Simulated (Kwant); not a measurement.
System: In0.53Ga0.47As/InP stack with 1 barrier. One parabolic valley. Leads of mass 0.041 mₑ with the band edge at 0; grid 0.1 nm; bias 0 V, dropping linearly over the stack.

```csv
layer,thickness (nm),band offset (eV),mass (mₑ)
1,3.9,0.25,0.08
```

The device is made up for the run: typed textbook-type constants, with dimensions and the other settings drawn at random.

Kwant, one-band effective-mass tight-binding model in one dimension, coherent, no space charge.

### Question
Work out the transmission below the barrier top from T = 1/(1 + ((ζ + 1/ζ)/2)² sinh²(κa)), ζ = (k/m_lead)/(κ/m_barrier).

### Answer
E = 0.04856 eV: k = 0.2286 nm⁻¹, κ = 0.6504 nm⁻¹, ζ = 0.6858, T = 0.0216. The simulation gives 0.0216, the same within the digits that matter. E = 0.1243 eV: k = 0.3657 nm⁻¹, κ = 0.5138 nm⁻¹, ζ = 1.389, T = 0.0635. The simulation gives 0.0635, the same within the digits that matter. E = 0.1905 eV: k = 0.4528 nm⁻¹, κ = 0.3535 nm⁻¹, ζ = 2.499, T = 0.121. The simulation gives 0.121, the same within the digits that matter. What differs comes from the grid.
